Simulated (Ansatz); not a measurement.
Band structure of BaGaSnH (P3m1, 4 atoms in the cell).

```
CELL_PARAMETERS angstrom
      4.60934     0.00000     0.00000
     -2.30467     3.99181     0.00000
      0.00000     0.00000     5.39808
ATOMIC_POSITIONS crystal
  Ba 0.33333 0.66667 0.99985
  Ga 0.00000 0.00000 0.41329
  Sn 0.66667 0.33333 0.54075
  H  0.00000 0.00000 0.08981
```

Method: PBEsol, PAW files made with PBE (plane waves; Ansatz, a first-principles code).

Settings: kpoints.mp_grid.grid = 7 7 5; hamiltonian.xc = pbesol; hamiltonian.pseudopotentials = {kind: paw} (the program's default PAW files); scf.occupations.method = gaussian; scf.occupations.width = 0.1 eV; kpoints.band_path.npoints = 8.

The starting cell comes from a database of computed structures (which also holds hypothetical and non-ambient phases and stackings), without a prior relaxation at this level.

Levels in eV from the Fermi level, bands 16 to 22:
| point | 16 | 17 | 18 | 19 | 20 | 21 | 22 |
|---|---|---|---|---|---|---|---|
| Γ | -4.66 | -1.43 | -0.64 | -0.64 | 0.38 | 2.88 | 2.88 |
| M | -6.58 | -3.25 | -1.35 | -0.89 | 0.40 | 1.41 | 2.50 |
| K | -6.79 | -3.21 | -2.95 | -0.96 | 0.63 | 2.27 | 3.15 |
| A | -5.69 | -0.30 | -0.12 | -0.12 | -0.09 | 1.26 | 1.26 |
| L | -6.07 | -3.71 | -1.81 | -1.31 | 1.31 | 2.81 | 3.36 |
| H | -6.93 | -3.57 | -2.43 | -0.96 | 2.41 | 3.16 | 3.19 |

Keys are those of Ansatz 0.2.
